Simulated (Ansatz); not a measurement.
NiAl (within 0.1 Å of Pm-3m, No. 221, 2 atoms in the cell; start mp-1228868), treated with LDA in Ansatz (plane waves, PAW).

Settings: plane-wave cutoff 520 eV, 20×20×18 k mesh (along the axes of the cell as run), Fermi–Dirac smearing 0.05 eV, no spin polarisation, scalar-relativistic PAW data made under PBE.

Cell (relaxed at this level):

```
CELL_PARAMETERS angstrom
      2.00384    -2.00384     0.00000
      2.00384     2.00384     0.00000
      0.00000     0.00000     2.82964
ATOMIC_POSITIONS crystal
  Al 0.00000 0.00000 0.00000
  Ni 0.50000 0.50000 0.50000
```

Q: Give the computed bulk modulus B0.

A: 
bulk modulus B0: 186 GPa

Note: the run has no spin polarisation, so it can have missed a magnetic state; the bulk modulus is −V dP/dV from two relaxed cells at ±2 % in volume.

Static lattice: no zero-point or thermal effects.

A start named mp-… is a Materials Project structure, which need not be a measured phase.

Ansatz is a program for electronic structure.
